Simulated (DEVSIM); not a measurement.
Device: In0.49Ga0.51P/GaAs p-n heterojunction, at 300 K.

Layer 1 from the left is In0.49Ga0.51P, thickness (μm) 0.160, Na (cm⁻³) 7.8e16, τn (s) 4e-9, τp (s) 4e-9. Layer 2 from the left is GaAs, thickness (μm) 0.270, Nd (cm⁻³) 7.8e15, τn (s) 4e-9, τp (s) 1.2e-10.

Left contact: ohmic. Right contact: ohmic. Voltage is applied to the left contact. Recombination: SRH at mid-gap, radiative. Mobility is μmin + (μ − μmin)/(1 + (N/Nref)^α).

Constants are typed, rounded textbook-type inputs, not results; the design itself was drawn at random and stands for no fabricated device. Values at 300 K.

In0.49Ga0.51P: gap (eV) 1.89, affinity (eV) 4, permittivity 11.8, Nc (cm⁻³) 9e17, Nv (cm⁻³) 1.3e19, μn (cm²/Vs) 1500, μp (cm²/Vs) 80, μn,min 400, μp,min 15, Nref,n 2e16, Nref,p 1.5e17, αn 0.7, αp 0.8, B (cm³/s) 1e-10. GaAs: gap (eV) 1.424, affinity (eV) 4.07, permittivity 12.9, Nc (cm⁻³) 4.7e17, Nv (cm⁻³) 9e18, μn (cm²/Vs) 8500, μp (cm²/Vs) 400, μn,min 500, μp,min 20, Nref,n 6e16, Nref,p 1.5e17, αn 0.39, αp 0.38, B (cm³/s) 2e-10.

DEVSIM, 1D drift-diffusion, Boltzmann statistics, complete ionisation; no tunnelling, impact ionisation, image-force lowering or self-heating. Band offsets follow the typed affinities; no thermionic-emission limit at abrupt steps, no polarisation charge.

Problem. What does the simulation give for the dark forward voltage at 100 A/cm², the dark forward voltage at 1 A/cm²?

Solution. dark forward voltage at 100 A/cm² 1.294 V; dark forward voltage at 1 A/cm² 1.002 V.
